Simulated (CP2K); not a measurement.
CP2K run on NaCu3O4 (P1, 8 atoms in the cell): self-consistent single point.

Level of theory: LDA (Pade form), GPW, DZVP-MOLOPT-SR-GTH basis, GTH-PADE potentials (GTH_POTENTIALS) run with CP2K.

The change in words: atoms moved at random. Reference geometry:
```yaml
crystal:
  lattice:
    - [6.01016, 0.00000, 0.00000]
    - [3.57911, 4.82825, 0.00000]
    - [-0.00373, -0.00188, 3.47984]
  atoms:
    - { symbol: Na, position: [0.00677, 0.00677, 0.50468] }
    - { symbol: Cu, position: [0.76117, 0.76117, 0.00122] }
    - { symbol: Cu, position: [0.24502, 0.24502, 0.00870] }
    - { symbol: Cu, position: [0.50257, 0.50257, 0.99114] }
    - { symbol: O, position: [0.12997, 0.61523, 0.00835] }
    - { symbol: O, position: [0.61523, 0.12997, 0.00835] }
    - { symbol: O, position: [0.39164, 0.87532, 0.99740] }
    - { symbol: O, position: [0.87532, 0.39164, 0.99740] }
```

Reference input (self-consistent single point, DFT LDA (Pade form), GPW, DZVP-MOLOPT-SR-GTH basis, GTH-PADE potentials (GTH_POTENTIALS)): CUTOFF = 950 Ry; REL_CUTOFF = 50 Ry; SMEAR/METHOD = GAUSSIAN; SIGMA = 0.136 eV; KPOINTS/SCHEME = MONKHORST-PACK 4 4 6; GAMMA_CENTERED = T; XC_FUNCTIONAL = PADE; Na/BASIS_SET = DZVP-MOLOPT-SR-GTH; Na/POTENTIAL = GTH-PADE-q9; Cu/BASIS_SET = DZVP-MOLOPT-SR-GTH; Cu/POTENTIAL = GTH-PADE-q11; O/BASIS_SET = DZVP-MOLOPT-SR-GTH. This run's input differs from it in these lines:

```diff
@@ -69,10 +69,10 @@
     &COORD
-      Na       0.06303586     0.03173895     1.75620313
-      Cu       7.29905629     3.67511524     0.00424540
-      Cu       2.34952924     1.18300098     0.03027456
-      Cu       4.81557798     2.42467025     3.44900366
-      O        2.98308356     2.97046733     0.02905662
-      O        4.16277440     0.62751170     0.02905662
-      O        5.48296041     4.22438792     3.47078743
-      O        6.65881019     1.88906093     3.47078743
+      Na       0.08863487    -0.00052798     1.73784700
+      Cu       7.32563228     3.69380728    -0.00821241
+      Cu       2.31381573     1.14327919     0.13719597
+      Cu       4.79348820     2.45631646     3.45447048
+      O        2.99794801     2.95524345    -0.04171626
+      O        4.19760494     0.61940248     0.02492606
+      O        5.43851576     4.20804091     3.46813231
+      O        6.65918569     1.95039633     3.46677170
     &END COORD
```

Log, with long lists cut:

```
 SCF WAVEFUNCTION OPTIMIZATION

  Step     Update method      Time    Convergence         Total energy    Change
     1 NoMix/Diag. 0.30E+00      -     0.86376976      -255.9800321799 -2.56E+02
     2 Broy./Diag. 0.30E+00      -     0.39284278      -255.6858062710  2.94E-01
     3 Broy./Diag. 0.30E+00      -     0.27207427      -255.7932830124 -1.07E-01
     4 Broy./Diag. 0.30E+00      -     0.14246622      -256.2673907364 -4.74E-01
     5 Broy./Diag. 0.30E+00      -     0.06741964      -256.1848403195  8.26E-02
     6 Broy./Diag. 0.30E+00      -     0.04979392      -256.1565466039  2.83E-02
   [... 15 lines left out ...]
    22 Broy./Diag. 0.30E+00      -     0.00000452      -255.9931748801 -7.24E-05
    23 Broy./Diag. 0.30E+00      -     0.00000193      -255.9931982950 -2.34E-05
    24 Broy./Diag. 0.30E+00      -     0.00000192      -255.9931894276  8.87E-06
    25 Broy./Diag. 0.30E+00      -     0.00000055      -255.9931730215  1.64E-05
  *** SCF run converged in    25 steps ***

  Overlap energy of the core charge distribution:               0.00000038706729
  Self energy of the core charge distribution:               -484.19874645985084
  Core Hamiltonian energy:                                    145.50645077884496
  Hartree energy:                                             126.03739710359949
  Exchange-correlation energy:                                -43.33712421333014
  Smearing free energy correction:                             -0.00115061748268
  Fermi energy:                                                 0.09853662548249

  Total energy:                                              -255.99317302151169
  Total energy (extrapolated to sigma->0):                   -255.99259771277036

   [... lines left out ...]

 STRESS| Analytical stress tensor [bar]
 STRESS|                        x                   y                   z
 STRESS|      x       -7.39195371629E+04   6.99365941935E+03  -1.33566146931E+03
 STRESS|      y        6.99365941935E+03  -4.01788147289E+04   1.67223032616E+03
 STRESS|      z       -1.33566146931E+03   1.67223032616E+03  -2.73562937200E+04
 STRESS| 1/3 Trace                                            -4.71515485373E+04
```

The run converged in 25 iterations. Against the reference run the free energy rises by 15.9 meV/atom, the pressure goes from -4.60 to -4.72 GPa and the largest force goes from 0.636 to 1.440 eV/Å.

The starting cell comes from a database of computed structures (which also holds hypothetical and non-ambient phases and stackings), without a prior relaxation at this level. Its lattice was rescaled by a random factor within 2.5 % of one. For this run, on top of that: atoms moved at random. Spin polarisation is off, so a magnetic state, if there is one, cannot be reached. Values carry the incompleteness of an atom-centred basis. With a pressure of about -5 GPa the cell is away from its equilibrium volume at this level. Forces in this geometry exceed 1 eV/Å. The run gives no clean gap (levels at the Fermi energy touch, overlap or are partly filled at this smearing), which alone does not show that the compound is a metal.

Cost on one core of a shared machine: roughly 80 s.
